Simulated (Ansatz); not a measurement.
# hypothetical CsCl type NbAs with two functionals, biaxial strain +0.76 %, plane normal [111], relaxed out of plane

The reference is NbAs in the CsCl type structure (space group Pm-3m, No. 221; a = 3.218 Å; a hypothetical phase, not in the database extracts checked; relaxed with 0.1 eV smearing). Axes: x, y, z lie along the cube axes.

(Cell as relaxed with PBE.)

Levels (all Ansatz, a program for electronic structure, PAW): PBE (420 eV, no SOC); PBEsol (420 eV, no spin-orbit coupling).

Each level relaxes its own structure.

| base | PBE | PBEsol |
|---|---|---|
| volume per atom | 16.66 Å³ | 16.09 Å³ |
| lattice parameter a | 6.081 bohr | 6.011 bohr |
| band gap | zero | zero |

Now apply this change: biaxial strain +0.76 %, plane normal [111], relaxed out of plane (Cartesian); in-plane vectors clamped, the third vector and the atoms free.

| quantity | PBE | PBEsol |
|---|---|---|
| mean in-plane stress (compression positive) | -2.5 GPa | -2.8 GPa |
| energy relative to the base (free energy F) | +2.0 meV/atom | +2.2 meV/atom |
| volume per atom | 16.84 Å³ | 16.26 Å³ |

PBE's in-plane stress lies 0.3 GPa above PBEsol's; PBE's volume per atom lies 0.574 Å³ above PBEsol's (3.5 %). Neither level is exact; PBEsol is the comparison here, not a measurement.

Stability against distortions was not tested. The final runs are not spin-polarised.
